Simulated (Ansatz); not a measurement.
An ideal cubic perovskite cell is held by its symmetry; such compounds can tilt or shift off centre at room temperature.

Given:

```yaml
crystal:
  lattice:
    - [4.08783, 0.00000, 0.00000]
    - [0.00000, 4.08783, 0.00000]
    - [0.00000, 0.00000, 4.08783]
  atoms:
    - { symbol: Ba, position: [0.50000, 0.50000, 0.50000] }
    - { symbol: Ti, position: [0.00000, 0.00000, 0.00000] }
    - { symbol: O, position: [0.50000, 0.00000, 0.00000] }
    - { symbol: O, position: [0.00000, 0.50000, 0.00000] }
    - { symbol: O, position: [0.00000, 0.00000, 0.50000] }
```

The cell is strained (all lengths scaled by 1.02); by r2SCAN it stands under a pressure of -10.8 GPa.

Transport runs along the normal of the first two printed cell vectors, the (001) plane of the conventional cell.

The gap is the functional's own. No spin-orbit coupling. Mid-gap values are those at the computed energy nearest the middle.

Q: State the band gap and the smallest decay constant κ at mid-gap according to r2SCAN in Ansatz (a program for electronic structure).

A: Gap 2.00 eV on a 8×8×8 mesh; κ = 0.247 1/Å, at the zone centre.
